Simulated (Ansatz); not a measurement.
The parent structure is CdTe in the zinc blende structure (space group F-43m, No. 216; a = 6.5578 Å). Axes: x, y, z lie along the cube axes.

All numbers come from Kohn–Sham DFT with the r2SCAN functional, run in Ansatz (a program for electronic structure) with PAW and 500 eV plane waves, no SOC.

Strains are applied to the cell and any free atomic positions relax; under biaxial strain the out-of-plane vector relaxes too.

One change was made to it. Results:

The valence-band top at Γ (three highest levels, from the VBM) goes from 0.00, 0.00, 0.00 eV to 0.00, 0.00, -0.26 eV; the volume per atom decreases by 0.78 Å³ (35.25 Å³ → 34.47 Å³); the valley order (the lowest conduction-band minima on the path, energy above the VBM, named in the base's zone) changes from Γ 1.17 eV; L along ⟨111⟩ 2.20 eV to Γ 1.13 eV; L along [111] 2.10 eV.

### Question
Which of these changes matches the shifts?
A) biaxial strain −0.50 %, plane normal [001], relaxed out of plane
B) biaxial strain −2.50 %, plane normal [001], relaxed out of plane
C) biaxial strain −3.00 %, plane normal [001], relaxed out of plane
D) biaxial strain −2.00 %, plane normal [001], relaxed out of plane

### Answer
C, biaxial strain −3.00 %, plane normal [001], relaxed out of plane. For comparison, the valley order in the other runs: biaxial strain −0.50 %, plane normal [001], relaxed out of plane gives Γ 1.16 eV; L along [111] 2.19 eV; biaxial strain −2.50 %, plane normal [001], relaxed out of plane gives Γ 1.14 eV; L along [111] 2.12 eV; biaxial strain −2.00 %, plane normal [001], relaxed out of plane gives Γ 1.15 eV; L along [111] 2.15 eV.

With Te present, leaving out spin-orbit coupling can change the band edges. The levels and masses belong to the bands next to the band gap. Whether these cells are dynamically stable was not tested.
